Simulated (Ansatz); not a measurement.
**BC5: response to strain**

The parent structure is BC₅ (space group I-4m2, No. 119; a = 2.499 Å, c = 11.370 Å; a cell from a computed database, its experimental status unchecked). Axes: x, y, z lie along a, b, c of the conventional cell.

Strains are applied to the cell and any free atomic positions relax; under biaxial strain the out-of-plane vector relaxes too.

Computed with Ansatz (an electronic-structure program) PBEsol, spin-orbit coupling left out.

Notes on the quantities. pressure: mean of the normal stresses, compression positive; energy relative to the base: free energy F.

| variant | pressure | shortest interatomic distance | energy relative to the base |
|---|---|---|---|
| base | 0.0 GPa | 1.519 Å | 0 meV/atom |
| biaxial strain +4.96 %, plane normal [001], relaxed out of plane | -23.9 GPa | 1.563 Å | +71 meV/atom |
| isotropic strain −0.87 % | 10.8 GPa | 1.507 Å | +5.0 meV/atom |
| uniaxial strain ε_yy = −4.99 % | 21.8 GPa | 1.478 Å | +46 meV/atom |
| tensor shear ε_xy = +1.33 % | 0.1 GPa | 1.520 Å | … |

### Question
Complete the table.

### Answer

- tensor shear ε_xy = +1.33 %, energy relative to the base: +4.2 meV/atom

Without a gap, meshes like the base's 20×20×20 leave anisotropic stresses uncertain by several tenths of a GPa, and small strain energies with them. Stability against distortions was not tested. The final runs are not spin-polarised. An odd electron count without spin: BC5.
